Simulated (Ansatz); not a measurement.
Results of PBEsol (plane waves, PAW; Ansatz, a program for electronic structure) for CsCl-type NiAl.

Excerpt of the program's output:

```
WARN output.stress: scf.convergence.dr2_threshold = 1e-7 eV (the SCF's general default) is looser than the 2e-10 eV advised for a printed stress (1e-10 eV for …
Relaxation: its limit of steps is 80 (relax.max_steps)
Crystal: 2 atoms, lattice volume = 23.917 Å³
Basis set: ecut = 520 eV, 619 PW (Γ), exchange–correlation on 48×48×48 points (8 copies of the dense FFT grid, shifted against one another)
Bands: 15, of which v1, the nominal top of the filled ones, is band 11 counted from 1 (10 counted from 0)
Symmetry: 48 space group operations
Space group: Pm-3m (ITA 221), of the structure as read, at distance tolerance 2.9e-5 Å
k-points: 286 of 8000
Functional: x = pbesol(κ = 0.804, μ = 0.12345679012345678), c = pbesol(β = 0.046)
SCF iter   1: F=—  HF=-6330.869959 eV  |F-HF|=—  |Δ(HF+E_count)|=         —  Δρ=1.84e-2  dr2=4.69e-2
SCF iter   2: F=—  HF=-6330.863652 eV  |F-HF|=—  |Δ(HF+E_count)|=   6.31e-3  Δρ=5.55e-3  dr2=4.86e-3
  ...
SCF iter   5: F=—  HF=-6330.863057 eV  |F-HF|=—  |Δ(HF+E_count)|=   1.47e-6  Δρ=5.11e-6  dr2=4.31e-9
SCF iter   6: F=-6330.863057 eV  HF=-6330.863057 eV  |F-HF|=3.47e-10  |Δ(HF+E_count)|=  9.89e-10  Δρ=1.07e-6  dr2=2.02e-10
SCF 1 converged in 6 iterations: F = -6330.863057 eV  dr2 = 2.02e-10
relax step   1: F+E_penalty+E_count = -6330.86305744 eV  Δ(F+E_penalty+E_count) = +0.000e0 eV  max|allowed force component| = 8.135e-31 eV/Å  Δτ_max = 0.0000 Å  (6 SCF iters, accepted)
SCF converged after 6 iterations
Free energy (F): -6330.863057 eV
Internal energy: -6330.855585 eV  (E = F + TS)
E sigma→0 (E₀):  -6330.859321 eV
Fermi energy:    13.842221 eV
--- Forces (eV/Å), atoms counted from 1 ---
  atom   1  Al     0.00000000    -0.00000000     0.00000000
  atom   2  Ni    -0.00000000     0.00000000    -0.00000000
--- Stress (GPa, compression-positive) ---
       -3.282018       0.000000       0.000000
        0.000000      -3.282018       0.000000
        0.000000       0.000000      -3.282018
  P = ⅓ Tr σ = -3.2820 GPa (-32.820 kbar)
```

Q: Write an input file that could have produced this run (the log leaves some choices open).

A: This is not unique; one that fits is 
Ansatz 0.2 input:
```yaml
crystal:
  lattice:
    - [2.8811788642, 0.0, 0.0]
    - [0.0, 2.8811788642, 0.0]
    - [0.0, 0.0, 2.8811788642]
  atoms:
    - { symbol: Al, position: [0.5, 0.5, 0.5] }
    - { symbol: Ni, position: [0.0, 0.0, 0.0] }
basis:
  ecutwfc: 520
  ecutrho_ratio: 4
  xc_grid: 2
kpoints:
  mp_grid: { grid: [20, 20, 20] }
hamiltonian:
  xc: pbesol
  dispersion: none
  pseudopotentials: { kind: paw }
scf:
  occupations: { method: fermi_dirac, width: 0.05 }
output:
  forces: true
  stress: true
  eigenvalues: true
relax:
  f_tol: 0.004
  escape_saddle: false
  max_steps: 80
```

The cell is one volume of an energy–volume scan, off the minimum.

The PAW data were made under PBE.

Note: the run has no spin polarisation, so it can have missed a magnetic state.

Cost on a shared machine: very roughly 5 core-seconds.
